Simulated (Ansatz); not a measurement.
**TiC: isotropic strain +2.50 %**

Consider TiC in the rock salt structure (space group Fm-3m, No. 225; a = 4.3278 Å; relaxed with 0.1 eV smearing).

It is then changed as follows: an isotropic linear strain of +2.50 %; the atoms relax in the strained cell.

The values are results of DFT with r2SCAN, PAW potentials and a 500 eV plane-wave cutoff in Ansatz (a program for electronic structure), no spin-orbit coupling, not measurements. Settings: 23×23×23 k-points, 0.1 eV Fermi–Dirac smearing.

```tsv
quantity	base	changed	shift
volume per atom	10.13 Å³	10.91 Å³	+0.78 Å³
shortest interatomic distance	2.164 Å	2.218 Å	+0.054 Å
energy relative to the base (free energy F)	0 meV/atom	+43 meV/atom	+43 meV/atom
pressure	0.0 GPa	-16.8 GPa	-16.8 GPa
band gap	zero	zero	–
```

Whether these cells are dynamically stable was not tested. All final runs are without spin polarisation.
